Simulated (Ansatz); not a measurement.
## ZnS: band gap against strain

ZnS (zinc blende, F-43m, 19.213 Å³/atom at rest) under an equal strain ε in the (001) plane with the normal axis free, as in a coherent film. PBEsol in Ansatz, a plane-wave DFT program (PAW, default set), 420 eV, 11×11×11 Γ-centred mesh, Fermi-Dirac smearing 0.05 eV; ions are relaxed within the symmetry of each cell. Gaps are the smallest over the k-mesh and a band path, without spin-orbit coupling; in all rows the valence edge lies at Γ and the conduction edge at Γ.

Here s stands for strain and Eg for gap.

| strain (%) | gap (eV) |
|---|---|
| 0.00 | 2.085 |
| 0.50 | 2.042 |
| 1.00 | 2.000 |
| 1.50 | 1.960 |
| 3.00 | ? |

Fit Eg of the 4 rows that show it with a straight line. Means: s 0.75000, Eg 2.0217. About the means, the sum of products is -0.10425 and the sum of squares of s is 1.2500; the slope is their ratio. Least squares gives Eg = 2.0843 - 0.08340·s. Residuals (row less fit): 0.0007, -0.0006, -0.0009, 0.0008; standard error 0.0011 (degrees of freedom: 2). Over these rows the gap moves by -8.3 ± 0.10 eV per unit strain.

Problem. What does the fit predict for Eg at s = 3.00, and how far is the calculated value from it?

Solution. Eg = 2.0843 - 0.08340 × 3.0 = 1.8341 eV. The calculation gives 1.844 eV, 0.0099 eV above the prediction (4.1 % of the range of Eg in the table). The row lies outside the fitted rows, so this is an extrapolation. From the scatter of the fitted rows alone, a prediction at this place has a standard error of 0.0025 eV, so the miss is 4.0 times that.

One order more, fitted to all 7 runs of the series, follows each within 0.001, so the miss is the next term of a smooth law. Rows are the converged runs of the series near zero and its far end; series whose fitted rows scatter by over a few per cent of the range, as at a crossing or softening among them, aren't shown in this form. Most that stay on the fit to the last digits aren't either.
